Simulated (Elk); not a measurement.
Worked example: self-consistent single point of Yb (Fm-3m, 1 atom in the cell) in Elk.

Method: PBE, all-electron FP-LAPW, Elk's shipped species files, APW+lo basis with extra local orbitals run with Elk 10.2.4.

```
Yb
1.0
    0.00000     2.75370     2.75370
    2.75370     0.00000     2.75370
    2.75370     2.75370     0.00000
Yb
1
Cartesian
  0.00000   0.00000   0.00000
```

Reference input (self-consistent single point, DFT, PBE, all-electron FP-LAPW, Elk's shipped species files, APW+lo basis with extra local orbitals): xctype = 20; rgkmax = 8; stype = 3; swidth = 0.00367493 Ha; ngridk = 10 10 10; gmaxvr = 16 1/bohr; nxlo = 2; lorbcnd = true; lmaxi = 3. This run's input differs from it in these lines:

```diff
@@ -25,3 +25,3 @@
 swidth
-  0.00367493
+  0.000734986
 
@@ -42,3 +42,3 @@
 ngridk
-  10 10 10
+  16 16 16
```

Log, with long lists cut:

```
│ Self-consistent loop started │
│ Loop number : 1 │
 total energy                :     -13918.1421690
│ Loop number : 2 │
 total energy                :     -13959.5989949
RMS change in Kohn-Sham potential (target) :    1.465890690     (  0.1000000000E-05)
Absolute change in total energy (target)   :    41.45682583     (  0.1000000000E-03)
│ Loop number : 3 │
 total energy                :     -14058.2462715
RMS change in Kohn-Sham potential (target) :   0.2452733022     (  0.1000000000E-05)
Absolute change in total energy (target)   :    109.0114831     (  0.1000000000E-03)
│ Loop number : 4 │
   [... lines left out ...]
Absolute change in total energy (target)   :   0.2787109481E-02 (  0.1000000000E-03)
│ Loop number : 15 │
 total energy                :     -14076.0368817
RMS change in Kohn-Sham potential (target) :   0.9527418456E-06 (  0.1000000000E-05)
Absolute change in total energy (target)   :   0.2472237557E-03 (  0.1000000000E-03)
│ Loop number : 16 │
 total energy                :     -14076.0368629
RMS change in Kohn-Sham potential (target) :   0.5600616382E-06 (  0.1000000000E-05)
Absolute change in total energy (target)   :   0.4304825052E-04 (  0.1000000000E-03)
Convergence targets achieved

│ Loop number : 17 │

Energies :
 Fermi                       :     0.144042930048
 total energy                :     -14076.0368129

Density of states at Fermi energy :    37.95281879
 (states/Hartree/unit cell)

Estimated indirect band gap :   0.8718125285E-04
 from k-point    142 to k-point     54
Estimated direct band gap   :   0.8540486273E-02
 at k-point     69

Charges :
 core                        :    46.00000000
 valence                     :    24.00000000
 interstitial                :    1.813435817
 muffin-tins (core leakage)
  species :    1 (Yb)
   atom    1                 :    68.18656418     (  0.1128509375E-05)
 total in muffin-tins        :    68.18656418
 total calculated charge     :    69.99703560
 total charge                :    70.00000000
 error                       :   0.2964397003E-02

│ Self-consistent loop stopped │
```

The run converged in 17 iterations. The count includes the last loop, which Elk runs after its targets are met. Against the reference run the free energy goes up by 40.3 meV/atom.

The starting cell has typed, rounded lattice constants, without a prior relaxation at this level. Its lattice was rescaled by up to half a per cent. Spin-orbit coupling is off. Spin polarisation is off. Values depend on the basis (sphere radii, cutoffs, local orbitals), which need not be converged. The log's line on a gap gives a spacing of levels on this mesh, which the program prints for metals too.
